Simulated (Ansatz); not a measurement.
The reference is MgO in the rock salt structure (space group Fm-3m, No. 225; a = 4.214 Å).

Calculations: Ansatz (a first-principles code) PBEsol, scalar-relativistic without spin-orbit coupling.

Before the change:

* **Electron mass**: 0.34 mₑ (at Γ)
* **Gap character**: direct at Γ
* **Density**: 3.58 g/cm³

Now apply this change: a hydrostatic pressure of 7.5 GPa.

### Question
Estimate the effect on the electron mass, gap character and density.

### Answer
The electron mass becomes 0.36 mₑ (at Γ) (base: 0.34 mₑ (at Γ)); the gap character is still direct at Γ; the density increases by 0.16 g/cm³ to 3.74 g/cm³.

Load acts through the strain it causes; cell and atoms are relaxed under it. Effective masses come from finite differences of ±0.01 Å⁻¹. Whether these cells are dynamically stable was not tested. Competing high-pressure phases were not computed. The base started in Pnma and relaxed to Fm-3m at this level.
